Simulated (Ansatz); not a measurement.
**ZrSi2, response to strain**

The reference is ZrSi2 (space group Cmcm, No. 63).

```
CELL_PARAMETERS angstrom
      1.85229    -7.39763     0.00000
      1.85229     7.39763     0.00000
      0.00000     0.00000     3.67900
ATOMIC_POSITIONS crystal
  Si 0.94686 0.05314 0.75000
  Si 0.05314 0.94686 0.25000
  Si 0.24979 0.75021 0.75000
  Si 0.75021 0.24979 0.25000
  Zr 0.60539 0.39461 0.75000
  Zr 0.39461 0.60539 0.25000
```

Cartesian axes are those of the cell as printed.

Strains are applied to the cell and any free atomic positions relax.

Calculations: DFT with PBE, PAW potentials and a 420 eV plane-wave cutoff in Ansatz (a first-principles code), without spin-orbit coupling, earlier PAW set.

Notes on the quantities. energy relative to the base: free energy F; pressure: mean of the normal stresses, compression positive.

```
case                            energy relative to the base  volume per atom   pressure
------------------------------  ---------------------------  ---------------  ---------
base                                             0 meV/atom         16.80 Å³    0.0 GPa
isotropic strain −1.16 %                      +8.4 meV/atom         16.23 Å³    4.8 GPa
isotropic strain +4.15 %                       +91 meV/atom         18.98 Å³  -12.0 GPa
uniaxial strain ε_yy = +1.59 %                +2.4 meV/atom         17.07 Å³   -1.7 GPa
```

Without a gap, meshes like the base's 13×13×13 leave anisotropic stresses uncertain by several tenths of a GPa, and small strain energies with them. Stability against distortions was not tested. All final runs are without spin polarisation.
